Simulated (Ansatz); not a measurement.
We consider Si (P6₃/mmc, No. 194, 4 atoms in the cell; start mp-165; another form than the element's usual one), described by dielectric-dependent PBEsol hybrid (plane waves, PAW; Ansatz, an electronic-structure program).

Settings: plane-wave cutoff 460 eV, 9×9×4 k mesh (along the axes of the cell as run), Fermi–Dirac smearing 0.01 eV, scalar-relativistic PAW data made under PBE.

The cell is the one relaxed with PBEsol. Conventional cell: a = 3.8248 Å, b = 3.8248 Å, c = 6.3242 Å, α = 90.00°, β = 90.00°, γ = 120.00°.

```yaml
crystal:
  lattice:
    - [3.82483, 0.00000, 0.00000]
    - [-1.91242, 3.31240, 0.00000]
    - [0.00000, 0.00000, 6.32420]
  atoms:
    - { symbol: Si, position: [0.33333, 0.66667, 0.06300] }
    - { symbol: Si, position: [0.66667, 0.33333, 0.93700] }
    - { symbol: Si, position: [0.66667, 0.33333, 0.56300] }
    - { symbol: Si, position: [0.33333, 0.66667, 0.43700] }
```

Task: List the 9 lowest band energies at Γ above −25 eV (eV, relative to the valence band maximum), grouping those that round alike.

Result: At Γ: -12.71, -10.32, -7.56, -1.58 (×2), -0.36, 0.00 (×2), 1.34.

Note: the run warned that its exchange threshold was loose for the stress; cell and atoms aren't relaxed at this level (pressure -0.3 GPa).

A start named mp-… is a Materials Project structure, which need not be a measured phase.
